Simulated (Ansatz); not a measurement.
The starting structures come from a database of crystals and need not be the phases stable at ambient conditions.

 Where the default PAW files enter, the runs use the earlier of Ansatz's two default sets.

```yaml
crystal:
  lattice:
    - [4.59020, 0.00000, 0.00000]
    - [0.00000, 7.43781, 0.00000]
    - [2.29510, 0.00000, 3.97523]
  atoms:
    - { symbol: Mg, position: [0.33333, 0.00401, 0.33333] }
    - { symbol: Mg, position: [0.66667, 0.50401, 0.66667] }
    - { symbol: Te, position: [0.33333, 0.62599, 0.33333] }
    - { symbol: Te, position: [0.66667, 0.12599, 0.66667] }
```

Space group of this cell: P6_3mc, wurtzite. The cell is taken as given; by PBEsol its mean pressure is -0.6 GPa.

The numbers are results of PBEsol (plane waves, PAW; Ansatz, a quantum-chemistry and plane-wave program), not measurements.

The current runs along the normal of the first two printed vectors; no spin-orbit coupling. Scaled by the factor s: all lengths (ions clamped). The meshes follow the cell: 8×4×8 and 8×4 across at s = 0.98, 8×4×8 and 8×4 across at s = 1.00, 8×4×8 and 6×4 across at s = 1.02.

```tsv
s	mean pressure (GPa)	band gap (eV)
0.98	1.8	?
1.00	-0.6	2.30
1.02	-2.3	2.05
```

Task: Take the slope of the band gap against ln s from the two given rows, extrapolate to s = 0.98, and say what the run there gives.

Result: Slope = (2.05 − 2.30) / ln 1.02 = -12.6 eV. The line gives 2.30 + (-12.6) × ln 0.98 = 2.56 eV. The run gives 2.57 eV, 0.01 eV over the line, 6 % of the predicted step.
